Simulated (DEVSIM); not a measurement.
Device: abrupt Si p-n junction, at 350 K.

Layer 1 from the left is Si, thickness (μm) 0.390, Na (cm⁻³) 2.4e16, τn (s) 2.1e-6, τp (s) 2.1e-6. Layer 2 from the left is Si, thickness (μm) 270, Nd (cm⁻³) 4.9e14, τn (s) 2.1e-6, τp (s) 2.1e-6.

Left contact: ohmic. Right contact: ohmic. Voltage is applied to the left contact. Recombination: SRH at mid-gap. Mobility is μmin + (μ − μmin)/(1 + (N/Nref)^α).

Constants are typed, rounded textbook-type inputs, not results; the design itself was drawn at random and stands for no fabricated device. Values at 300 K; Nc and Nv go as T^1.5, mobilities as T to minus their exponent, the gap by Varshni's rule with the affinity fixed.

Si: gap (eV) 1.124, affinity (eV) 4.05, permittivity 11.7, Nc (cm⁻³) 2.86e19, Nv (cm⁻³) 3.1e19, μn (cm²/Vs) 1417, μp (cm²/Vs) 470, μn,min 52, μp,min 45, Nref,n 9.7e16, Nref,p 2.2e17, αn 0.68, αp 0.72, T exponent of μn 2.3, T exponent of μp 2.2, Varshni α (eV/K) 0.000473, Varshni β (K) 636.

Model (solved in DEVSIM): 1D drift-diffusion, Boltzmann statistics, complete ionisation; no tunnelling, impact ionisation, image-force lowering or self-heating.

Dark forward current:

```tsv
|V| (V)	|J| (A/cm²)
0.05	3.299e-6
0.10	1.934e-5
0.15	0.0001005
0.20	0.0005158
0.25	0.002610
0.30	0.01217
0.35	0.04417
0.40	0.1105
0.45	0.2062
0.50	0.3231
0.55	0.4568
0.60	0.6055
0.65	0.7688
0.70	0.9469
0.75	1.140
0.80	1.350
0.85	1.575
0.90	1.817
0.95	2.077
1.00	2.354
1.05	2.648
1.10	2.961
1.15	3.292
1.20	3.641
1.25	4.009
1.30	4.396
```

**Question.** Work out the local ideality factor n = ΔV / (kT/q · ln(J2/J1)) between the rows 0.15 and 0.20 V, 1.25 and 1.30 V.

**Answer.** kT/q = 30.16 mV. From 0.15 to 0.20 V: ln(0.0005158/0.0001005) = 1.636, n = 1.01, near the 1 of diffusion or emission over a barrier. From 1.25 to 1.30 V: ln(4.396/4.009) = 0.092, n = 17.99.

**Question.** Estimate the current at 0.20 V from the Shockley equation with J0 = Σ q ni² D/(N L) coth(W/L), τ joining the SRH, radiative and Auger lifetimes that are on, and W taken as the whole layer.

**Answer.** ni² = 1.43e23 cm⁻⁶; electrons in the p layer: μ = 727 cm²/Vs, D = 21.9 cm²/s, τ = 2.10e-6 s, L = 67.9 μm, W/L = 0.0057, term 5.36e-7 A/cm²; holes in the n layer: μ = 331 cm²/Vs, D = 9.99 cm²/s, τ = 2.10e-6 s, L = 45.8 μm, W/L = 5.9, term 1.02e-7 A/cm². J0 = 6.38e-7 A/cm², and J = J0 exp(qV/kT) = 0.000484 A/cm². The simulation gives 0.000516 A/cm²; the estimate lies 6.2 % below. The estimate leaves out recombination in the depletion region and that region's share of W.
